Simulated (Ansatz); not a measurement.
Results of r²SCAN (plane waves, PAW; Ansatz, an electronic-structure program) for α-phase CO.

Numerical settings: plane-wave cutoff 600 eV, 6×6×6 k mesh, scalar-relativistic PAW data made under PBE.

Computed at the level's own relaxed cell.

```xyz
8
Lattice="5.6906 0.0000 0.0000 0.0000 5.6906 0.0000 0.0000 0.0000 5.6906" Properties=species:S:1:pos:R:3 pbc="T T T"
C      5.4944     5.4944     5.4944
C      2.6491     3.0415     0.1962
C      0.1962     2.6491     3.0415
C      3.0415     0.1962     2.6491
O      0.4541     0.4541     0.4541
O      3.2994     2.3912     5.2366
O      5.2366     3.2994     2.3912
O      2.3912     5.2366     3.2994
```

Give the elastic tensor (Voigt notation, GPa, ions relaxed, in the Cartesian axes of the cell as printed).


```
    2.9     1.4     1.4     0.0     0.0     0.0
    1.4     2.9     1.4     0.0     0.0     0.0
    1.4     1.4     2.9     0.0     0.0     0.0
    0.0     0.0     0.0     1.5     0.0     0.0
    0.0     0.0     0.0     0.0     1.5     0.0
    0.0     0.0     0.0     0.0     0.0     1.5
```

Note: the cell comes from a level without a dispersion term, which matters for the spacing of layers, chains or molecules.

The computed numbers hold no vibrational or temperature effects.
